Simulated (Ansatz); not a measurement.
Structures of equal composition on the (111)B surface of 3C silicon carbide (C plane on top): (√3x√3)R30° In adatom at H3; (√3x√3)R30° In adatom at T4. The slabs share one bottom face, and each structure is named by its start. These are constructed structures in small cells; real faces may alloy, dewet or reconstruct in larger ones, and not all known structures of the face are among them. Slabs of about 11 Å with all that they carry, Fermi-Dirac smearing of 0.025 eV. Bottom of the slabs: H caps. Relaxed from the named starts with such symmetry as they have, on meshes of like density; energies extrapolated to zero smearing; no spin-orbit coupling, no U. Spin-polarised runs, if any, are marked in brackets, and their order is one that fits the cell; the others ran without spin. Where a second, spin-polarised start was run, the lower counts.

Host crystal: 3C silicon carbide, with a band gap (PBE, scalar-relativistic without spin-orbit coupling).

All values below come from PBE (plane waves to 420 eV, PAW; Ansatz, an electronic-structure program).

Q: Rank these by energy per 1x1 cell (lowest first), as PBE gives it.

A: (√3x√3)R30° In adatom at H3 (0.000 eV, gap 0.68 eV on the mesh), (√3x√3)R30° In adatom at T4 (0.122 eV, gap 0.51 eV on the mesh)
